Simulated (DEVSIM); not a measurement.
System: illuminated Ge n-on-p cell, one wavelength, at 400 K.

Layer 1 from the left is Ge, thickness (μm) 0.490, Nd (cm⁻³) 4.3e18, τn (s) 1.5e-5, τp (s) 8.4e-6, absorption coefficient (cm⁻¹) 570. Layer 2 from the left is Ge, thickness (μm) 95.0, Na (cm⁻³) 1.9e17, τn (s) 0.00035, τp (s) 0.00035, absorption coefficient (cm⁻¹) 570.

Left contact: ohmic, minority hole recombination velocity 6e6 cm/s. Right contact: ohmic, minority electron recombination velocity 200 cm/s. Voltage is applied to the left contact. Recombination: SRH at mid-gap, radiative, Auger. Light enters at the left, 2.9e18 photons cm⁻² s⁻¹, one pass, no reflection. Mobility is μmin + (μ − μmin)/(1 + (N/Nref)^α).

Constants are typed, rounded textbook-type inputs, not results; the design itself was drawn at random and stands for no fabricated device. Values at 300 K; Nc and Nv go as T^1.5, mobilities as T to minus their exponent, the gap by Varshni's rule with the affinity fixed.

Ge: gap (eV) 0.664, affinity (eV) 4, permittivity 16, Nc (cm⁻³) 1.04e19, Nv (cm⁻³) 6e18, μn (cm²/Vs) 3900, μp (cm²/Vs) 1900, μn,min 150, μp,min 100, Nref,n 2.6e17, Nref,p 4e17, αn 0.56, αp 0.6, T exponent of μn 1.66, T exponent of μp 2.33, B (cm³/s) 6.4e-14, Cn (cm⁶/s) 1e-31, Cp (cm⁶/s) 1e-31, Varshni α (eV/K) 0.000477, Varshni β (K) 235.

Model (solved in DEVSIM): 1D drift-diffusion, Boltzmann statistics, complete ionisation; no tunnelling, impact ionisation, image-force lowering or self-heating.

Dark forward current:

```
|V| (V)  |J| (A/cm²)
-------  -----------
0.05         0.04753
0.10          0.2495
0.15           1.099
0.20           4.525
0.25           16.67
0.30           50.60
0.35           129.0
0.40           301.8
0.45           675.1
0.50            1412
0.55            2651
```

Q: Work out the local ideality factor n = ΔV / (kT/q · ln(J2/J1)) between the rows 0.15 and 0.20 V, 0.50 and 0.55 V.

A: kT/q = 34.47 mV. From 0.15 to 0.20 V: ln(4.525/1.099) = 1.415, n = 1.02, near the 1 of diffusion or emission over a barrier. From 0.50 to 0.55 V: ln(2651/1412) = 0.630, n = 2.30.

Q: What current could the absorbed light give at most, and what share is collected?

A: Σ αd = 5.44, so qΦ(1 − exp(−Σ αd)) = 463 mA/cm². The simulated short-circuit current is 451.1 mA/cm², a share of 0.98.

Q: Estimate the open-circuit voltage by superposition: the voltage at which the dark current equals that short-circuit current.

A: Interpolating ln J in the table gives 0.120 V. The simulation gives 0.119 V, the same within the digits that matter. Superposition holds where collection doesn't change with voltage.
